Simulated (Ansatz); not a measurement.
Here is the system:

```yaml
crystal:
  lattice:
    - [4.94422, 0.00000, 0.00000]
    - [0.00000, 4.94422, 0.00000]
    - [0.00000, 0.00000, 3.32989]
  atoms:
    - { symbol: Sn, position: [0.00000, 0.00000, 0.00000] }
    - { symbol: Sn, position: [0.50000, 0.50000, 0.50000] }
    - { symbol: O, position: [0.30936, 0.30936, 0.00000] }
    - { symbol: O, position: [0.80936, 0.19064, 0.50000] }
    - { symbol: O, position: [0.19064, 0.80936, 0.50000] }
    - { symbol: O, position: [0.69064, 0.69064, 0.00000] }
```

No spin polarisation.

Level of theory: Ansatz (a quantum-chemistry and plane-wave program) PBEsol, without spin-orbit coupling. Γ-centred 7×7×10 mesh, Fermi–Dirac width 0.05 eV.

**Question.** Predict the pressure, band gap and space group.

**Answer.** Pressure (mean of the normal stresses, compression positive): -16.0 GPa
Band gap: zero
Space group: P4_2/mnm (No. 136)

The cells carry an imposed strain or load. Stability against distortions was not tested. The final runs are not spin-polarised. The cell was made from SnO₂ in the rutile structure (space group P4_2/mnm, No. 136) by this change: isotropic strain +3.67 %. Gaps under 0.05 eV, about the width of the smearing, are given as zero. The zero or small gap of SnO2 under isotropic strain +3.67 % can change with the level of theory.
